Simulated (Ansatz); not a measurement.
The starting structures come from a database of crystals and need not be the phases stable at ambient conditions.

Here is the system:

```xyz
2
Lattice="3.6543 0.0000 0.0000 0.0000 3.6543 0.0000 1.8271 1.8271 2.5840" Properties=species:S:1:pos:R:3 pbc="T T T"
Be     0.0000     0.0000     0.0000
Se     3.6543     1.8271     1.2920
```

Space group of this cell: F-43m, zinc blende. The cell is taken as given; by PBEsol its mean pressure is -1.7 GPa.

The current runs along the normal of the first two printed vectors, the (001) plane. All runs by Ansatz (an electronic-structure program), plane waves and PAW, without spin-orbit coupling; the base is PBEsol.

```
run                                                      mean pressure (GPa)  gap (eV)  mid-gap κ (1/Å)
-------------------------------------------------------  -------------------  --------  ---------------
base                                                                    -1.7      2.51            0.224
all lengths scaled by 0.98                                               3.2      2.38            0.230
all lengths scaled by 1.02                                              -5.6       [?]              [?]
lda in place of pbesol                                                  -3.9      2.51            0.223
lengths across the current scaled by 0.98, ions clamped                  1.4      2.34            0.233
lengths across the current scaled by 1.02, ions clamped                 -4.4      2.45            0.215
lengths along the current scaled by 0.97, ions clamped                   0.6       [?]              [?]
lengths along the current scaled by 1.03, ions clamped                  -3.8       [?]              [?]
```

### Question
Complete the blanks.

### Answer

- all lengths scaled by 1.02, gap (eV): 2.63
- all lengths scaled by 1.02, mid-gap κ (1/Å): 0.216
- lengths along the current scaled by 0.97, ions clamped, gap (eV): 2.21
- lengths along the current scaled by 0.97, ions clamped, mid-gap κ (1/Å): 0.219
- lengths along the current scaled by 1.03, ions clamped, gap (eV): 2.46
- lengths along the current scaled by 1.03, ions clamped, mid-gap κ (1/Å): 0.226
